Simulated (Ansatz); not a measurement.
N_O in alpha quartz: one set of geometries, relaxed with PBE, evaluated in Ansatz (PAW, plane waves to 420 eV, 500 eV under r2SCAN) with PBE, r2SCAN.

Set-up: 72-site cell; 2×2×2 Γ-centred k-points; start: the O site; charged states image-corrected; finite-size errors of tenths of an eV; flagged in the runs: a host whose relaxation on this sampling wasn't shown to rest, a strain field that reaches the edge of the cell.

```json
[
 {"quantity": "host gap (eV)", "PBE": "5.68", "r2SCAN": "?"},
 {"quantity": "ε(+1/0) above the VBM (eV)", "PBE": "0.31", "r2SCAN": "?"},
 {"quantity": "ε(0/−1) above the VBM (eV)", "PBE": "2.36", "r2SCAN": "?"},
 {"quantity": "largest moment on one atom at charge +1 (μB)", "PBE": "1.02", "r2SCAN": "?"},
 {"quantity": "neutral formation energy against N2 molecule in a box, O2 molecule in a box (eV)", "PBE": "5.25", "r2SCAN": "?"},
 {"quantity": "largest moment on one atom at charge 0 (μB)", "PBE": "0.51", "r2SCAN": "?"}
]
```

Given the lower rungs, what does r2SCAN give?


- host gap (eV), r2SCAN: 6.32
- ε(+1/0) above the VBM (eV), r2SCAN: 0.55
- ε(0/−1) above the VBM (eV), r2SCAN: 2.84
- largest moment on one atom at charge +1 (μB), r2SCAN: 1.14
- neutral formation energy against N2 molecule in a box, O2 molecule in a box (eV), r2SCAN: 5.26
- largest moment on one atom at charge 0 (μB), r2SCAN: 0.55

Ansatz is an electronic-structure program.
